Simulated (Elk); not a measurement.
# Input and output of a self-consistent single point for YAl3 (Pm-3m, 4 atoms in the cell) (Elk)

Level of theory: LDA (PW92), all-electron FP-LAPW, Elk's shipped species files, APW+lo basis with extra local orbitals in Elk 10.2.4.

Input as run:

```
tasks
  0

xctype
  3

tforce
  .true.

rgkmax
  8.0

gmaxvr
  18.0

lmaxapw
  10

lmaxo
  8

nxlo
  2

lorbcnd
  .true.

lradstp
  2

nrmtscf
  2.0

lmaxi
  4

stype
  3

swidth
  0.00367493

avec
    7.9451909745    0.0000000000    0.0000000000
    0.0000000000    7.9451909745    0.0000000000
    0.0000000000    0.0000000000    7.9451909745

atoms
  2   : nspecies
  'Y.in'   : spfname
  1   : natoms; atposl, bfcmt below
  0.0000000000  0.0000000000  0.0000000000    0.0 0.0 0.0
  'Al.in'   : spfname
  3   : natoms; atposl, bfcmt below
  0.0000000000  0.5000000000  0.5000000000    0.0 0.0 0.0
  0.5000000000  0.0000000000  0.5000000000    0.0 0.0 0.0
  0.5000000000  0.5000000000  0.0000000000    0.0 0.0 0.0

ngridk
  6 6 6
```

Output (repeated stretches shortened):

```
│ Elk code version 10.2.4 │

All units are atomic (Hartree, Bohr, etc.)

│ Ground-state run starting from atomic densities │

Lattice vectors :
   7.945190975       0.000000000       0.000000000
   0.000000000       7.945190975       0.000000000
   0.000000000       0.000000000       7.945190975

Unit cell volume      :    501.5485992
Brillouin zone volume :   0.4945686497

Muffin-tin inner radius fraction :   0.1000000000E-01

Nuclei treated as point charges

Species :    1 (Y)
 parameters loaded from : Y.in
 name : yttrium
 nuclear charge    :   -39.00000000
 electronic charge :    39.00000000
 atomic mass :    162065.4502
 muffin-tin radius :    2.600000000
 number of radial points in muffin-tin :   1199
 atomic positions (lattice), magnetic fields (Cartesian) :
   1 :   0.00000000  0.00000000  0.00000000    0.00000000  0.00000000  0.00000000

Species :    2 (Al)
 parameters loaded from : Al.in
 name : aluminium
 nuclear charge    :   -13.00000000
 electronic charge :    13.00000000
 atomic mass :    49184.33492
 muffin-tin radius :    2.200000000
 number of radial points in muffin-tin :    799
 atomic positions (lattice), magnetic fields (Cartesian) :
   1 :   0.00000000  0.50000000  0.50000000    0.00000000  0.00000000  0.00000000
   2 :   0.50000000  0.00000000  0.50000000    0.00000000  0.00000000  0.00000000
   3 :   0.50000000  0.50000000  0.00000000    0.00000000  0.00000000  0.00000000

Total number of atoms per unit cell :    4

Spin treatment :
 spin-unpolarised

Number of Bravais lattice symmetries :   48
Number of crystal symmetries         :   48
Crystal has inversion symmetry
Real symmetric eigensolver will be used

k-point grid :      6     6     6
k-point offset :    0.000000000       0.000000000       0.000000000
k-point set is reduced with full crystal symmetry group
Total number of k-points :       20

Muffin-tin radius times maximum |G+k| :    8.000000000
 using average radius
   [... lines left out ...]
 potential will be trimmed for |G| > 2 gkmax
Constant for pseudocharge density :   12
Radial integration step length :    2

G-vector grid sizes :     48    48    48
Number of G-vectors :    49509

Maximum angular momentum used for
 APW functions                      :   10
 outer part of muffin-tin           :    8
 inner part of muffin-tin           :    4

Total nuclear charge    :   -78.00000000
Total core charge       :    40.00000000
Total valence charge    :    38.00000000
Total excess charge     :    0.000000000
Total electronic charge :    78.00000000

Effective Wigner radius, rₛ :    1.153568185

Number of empty states         :   16
Total number of valence states :   35
Total number of core states    :   40

Conduction state local-orbitals added automatically
Total number of local-orbitals :  410

Exchange-correlation functional :      3     0     0
 Perdew-Wang/Ceperley-Alder, Phys. Rev. B 45, 13244 (1992)
 gradient requirement :    0
 local density approximation (LDA)

Smearing type :    3
 Fermi-Dirac
Smearing width :   0.3674930000E-02
Effective electronic temperature (K) :    1160.451112

Mixing type :    3
 Broyden mixing, J. Phys. A: Math. Gen. 17, L317 (1984)

Kohn-Sham potential initialised from atomic data
│ Self-consistent loop started │
│ Loop number : 1 │
 total energy                :     -4113.13403243
│ Loop number : 2 │
 total energy                :     -4113.06035165
RMS change in Kohn-Sham potential (target) :   0.2985272535E-01 (  0.1000000000E-05)
Absolute change in total energy (target)   :   0.7368078429E-01 (  0.1000000000E-03)
│ Loop number : 3 │
 total energy                :     -4112.86097854
RMS change in Kohn-Sham potential (target) :   0.2861225448E-01 (  0.1000000000E-05)
Absolute change in total energy (target)   :   0.2177932995     (  0.1000000000E-03)
│ Loop number : 4 │
 total energy                :     -4112.44636691
RMS change in Kohn-Sham potential (target) :   0.2660786222E-01 (  0.1000000000E-05)
Absolute change in total energy (target)   :   0.4690599630     (  0.1000000000E-03)
│ Loop number : 5 │
 total energy                :     -4109.84338622
RMS change in Kohn-Sham potential (target) :   0.1208955878E-01 (  0.1000000000E-05)
Absolute change in total energy (target)   :    2.720245676     (  0.1000000000E-03)
   [... lines left out ...]
Absolute change in total energy (target)   :   0.1855796624E-01 (  0.1000000000E-03)
│ Loop number : 11 │
 total energy                :     -4107.75933979
RMS change in Kohn-Sham potential (target) :   0.8843648599E-06 (  0.1000000000E-05)
Absolute change in total energy (target)   :   0.4821078611E-02 (  0.1000000000E-03)
│ Loop number : 12 │
 total energy                :     -4107.75928858
RMS change in Kohn-Sham potential (target) :   0.3671004636E-06 (  0.1000000000E-05)
Absolute change in total energy (target)   :   0.1256483817E-02 (  0.1000000000E-03)
│ Loop number : 13 │
 total energy                :     -4107.75925850
RMS change in Kohn-Sham potential (target) :   0.9659690396E-07 (  0.1000000000E-05)
Absolute change in total energy (target)   :   0.3442025309E-03 (  0.1000000000E-03)
│ Loop number : 14 │
 total energy                :     -4107.75926099
RMS change in Kohn-Sham potential (target) :   0.3371274168E-07 (  0.1000000000E-05)
Absolute change in total energy (target)   :   0.8355118462E-04 (  0.1000000000E-03)
Convergence targets achieved

│ Loop number : 15 │

Energies :
 Fermi                       :     0.293823779530
 sum of eigenvalues          :     -2381.88772991
 electron kinetic            :      4214.15332764
 core electron kinetic       :      3968.78474783
 Coulomb                     :     -8162.84812456
 Coulomb potential           :     -6385.47585298
 nuclear-nuclear             :     -432.207237884
 electron-nuclear            :     -9075.80592036
 Hartree                     :      1345.16503369
 Madelung                    :     -4970.11019806
 xc potential                :     -210.565204567
 exchange                    :     -152.512792257
 correlation                 :     -6.54998349969
 electron entropic           :    -0.169260187875E-02
 total energy                :     -4107.75926528

Density of states at Fermi energy :    39.22142580
 (states/Hartree/unit cell)

Estimated indirect band gap :   0.2152434030E-02
 from k-point     15 to k-point      4
Estimated direct band gap   :   0.2615429845E-01
 at k-point      8

Charges :
 core                        :    40.00000000
 valence                     :    38.00000000
 interstitial                :    7.212762140
 muffin-tins (core leakage)
  species :    1 (Y)
   atom    1                 :    37.10060244     (  0.9309698623E-05)
  species :    2 (Al)
   atom    1                 :    11.22887848     (  0.5005036877E-03)
   atom    2                 :    11.22887848     (  0.5005036877E-03)
   atom    3                 :    11.22887848     (  0.5005036877E-03)
 total in muffin-tins        :    70.78723786
 total calculated charge     :    77.99829299
 total charge                :    78.00000000
 error                       :   0.1707009710E-02

│ Self-consistent loop stopped │

Forces :
 species :    1 (Y)
  atom :    1
   Hellmann-Feynman          :    -0.00000000    0.00000000    0.00000000
   IBS                       :     0.00000000   -0.00000000    0.00000000
   total force               :    -0.00000000   -0.00000000    0.00000000
   total magnitude           :     0.00000000
 species :    2 (Al)
  atom :    1
   Hellmann-Feynman          :    -0.00000000   -0.00000000    0.00000000
   IBS                       :     0.00000000    0.00000000    0.00000000
   total force               :    -0.00000000    0.00000000    0.00000000
   total magnitude           :     0.00000000
  atom :    2
   Hellmann-Feynman          :    -0.00000000    0.00000000    0.00000000
   IBS                       :     0.00000000   -0.00000000    0.00000000
   total force               :     0.00000000   -0.00000000    0.00000000
   total magnitude           :     0.00000000
  atom :    3
   Hellmann-Feynman          :     0.00000000    0.00000000    0.00000000
   IBS                       :    -0.00000000   -0.00000000    0.00000000
   total force               :     0.00000000   -0.00000000    0.00000000
   total magnitude           :     0.00000000
```

The run converged in 15 iterations. The count includes the last loop, which Elk runs after its targets are met.

The starting cell comes from a database of computed structures (which also holds hypothetical and non-ambient phases and stackings), without a prior relaxation at this level. Its lattice was rescaled by a random factor within 2.5 % of one. Values depend on the basis (sphere radii, cutoffs, local orbitals), which need not be converged. The log's line on a gap gives a spacing of levels on this mesh, which the program prints for metals too.
